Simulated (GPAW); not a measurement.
Short convergence ladders for HfN (I4mm, 2 atoms in the cell)

```
CELL_PARAMETERS angstrom
      0.00000     2.24870     2.24870
      2.24870     0.00000     2.24870
      2.24870     2.24870     0.00000
ATOMIC_POSITIONS crystal
  Hf 0.01112 0.01112 0.98888
  N  0.50000 0.50000 0.50000
```

Base method: PBEsol, GPAW PAW datasets PBEsol (made by gpaw-setup) (plane waves; GPAW).

Base settings: mode = pw; ecut = 950 eV; xc = PBEsol; kpts = 6 6 6; mesh shift (steps) = 0 0 0; occupations.name = fermi-dirac; occupations.width = 0.1 eV; nbands = -10; convergence.density = 1e-05 e/electron; symmetry.symmorphic = false.

The count of work is k-points × plane waves × bands × iterations; it is no time. 

**Shifted k-point meshes**

In this ladder: kpts_shift = 0.5 0.5 0.5.

Only quantities that move along the ladder and can be compared are tabulated.

```csv
kpts,free energy less the last step's (meV/atom),largest difference of a force vector from the last step's (eV/Å),count of work / last
2 2 2,83.33,0.024,0.0053
4 4 4,29.97,0.015,0.042
6 6 6,-2.79,0.001,0.099
8 8 8,-2.82,0.003,0.23
10 10 10,0.21,0.000,0.46
12 12 12,1.14,0.001,0.79
13 13 13,0.00,0.000,1.0
```

Coarsest kpts that holds the free energy within 5 meV/atom of the last step, with all finer ones: 6 6 6, at 0.099 of the last step's count of work; the step before is off by 30 meV/atom.

Coarsest kpts that holds the forces within 0.01 eV/Å of the last step, with all finer ones: 6 6 6, at 0.099 of the last step's count of work; the step before is off by 0.015 eV/Å.

Two neighbours can agree and both be off: 6 6 6 and 8 8 8 differ by 0.03 meV/atom in the free energy, yet lie about 2.8 meV/atom from the last step.

**The width of Fermi-Dirac smearing**

In this ladder: kpts = 10 10 10.

Narrow widths need finer meshes than wide ones, so the last steps can hold mesh noise.

Only quantities that move along the ladder and can be compared are tabulated; pressure and forces are left out, as mesh noise rules them at narrow widths.

| occupations.width | free energy less the last step's (meV/atom) | energy extrapolated to zero width less the last step's (meV/atom) |
|---|---|---|
| 1 eV | -466.52 | 22.24 |
| 0.5 eV | -114.53 | -5.45 |
| 0.3 eV | -40.09 | -2.56 |
| 0.1 eV | 0.00 | 0.00 |

Widest occupations.width that holds the free energy within 5 meV/atom: not settled: the last two steps still differ by 40 meV/atom, over half the tolerance, so the ladder does not show it.

Widest occupations.width that holds the energy extrapolated to zero width within 2 meV/atom: not settled: the last two steps still differ by 2.6 meV/atom, over half the tolerance, so the ladder does not show it.

The extrapolation to zero width removes most of the smearing's effect on the energy.

**The mesh under tetrahedron occupations**

In this ladder: occupations.name = improved-tetrahedron-method; occupations.width = default.

Only quantities that move along the ladder and can be compared are tabulated.

| kpts | free energy less the last step's (meV/atom) | largest difference of a force vector from the last step's (eV/Å) | count of work / last |
|---|---|---|---|
| 5 5 5 | -27.55 | 0.029 | 0.016 |
| 7 7 7 | 2.70 | 0.065 | 0.035 |
| 8 8 8 | -3.31 | 0.060 | 0.056 |
| 12 12 12 | 0.12 | 0.024 | 0.15 |
| 19 19 19 | -0.06 | 0.005 | 0.52 |
| 24 24 24 | 0.00 | 0.000 | 1.0 |

Coarsest kpts that holds the forces within 0.02 eV/Å of the last step, with all finer ones: 19 19 19; the step before is off by 0.024 eV/Å.

Coarsest kpts that holds the free energy within 2 meV/atom of the last step, with all finer ones: 12 12 12, at 0.15 of the last step's count of work; the step before is off by 3.3 meV/atom.

On the base run: the starting cell has typed, rounded lattice constants, without a prior relaxation at this level. Its lattice was rescaled by up to half a per cent. One atom was moved a little off its site on purpose.

Left out of this page: 2 runs of the series outside the window shown, repeating another row's setting, or not comparable.
